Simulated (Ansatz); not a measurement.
```yaml
crystal:
  lattice:
    - [0.00000, 3.41489, 3.41489]
    - [3.41489, 0.00000, 3.41489]
    - [3.41489, 3.41489, 0.00000]
  atoms:
    - { symbol: Sr, position: [0.00000, 0.00000, 0.00000] }
    - { symbol: Cl, position: [0.25000, 0.25000, 0.25000] }
    - { symbol: Cl, position: [0.75000, 0.75000, 0.75000] }
```

No spin polarisation.

All numbers come from PBE/PAW in Ansatz (an electronic-structure program), scalar-relativistic without spin-orbit coupling. k-mesh 8×8×8 (Γ-centred); smearing 0.05 eV (Fermi–Dirac).

Predict the band gap, pressure, gap character and electron mass.


```json
{
  "band_gap": "5.47 eV",
  "pressure": "3.78 GPa",
  "gap_character": "direct at X",
  "electron_mass": "0.96 mₑ along k, 0.62 mₑ across (at X)"
}
```

The cells carry an imposed strain or load. Masses are band curvatures over ±0.01 Å⁻¹ around the edge. Along k means along the line from Γ to the band edge. Whether these cells are dynamically stable was not tested. The cell was made from SrCl2 in the fluorite structure (space group Fm-3m, No. 225) by this change: isotropic strain −3.00 %.
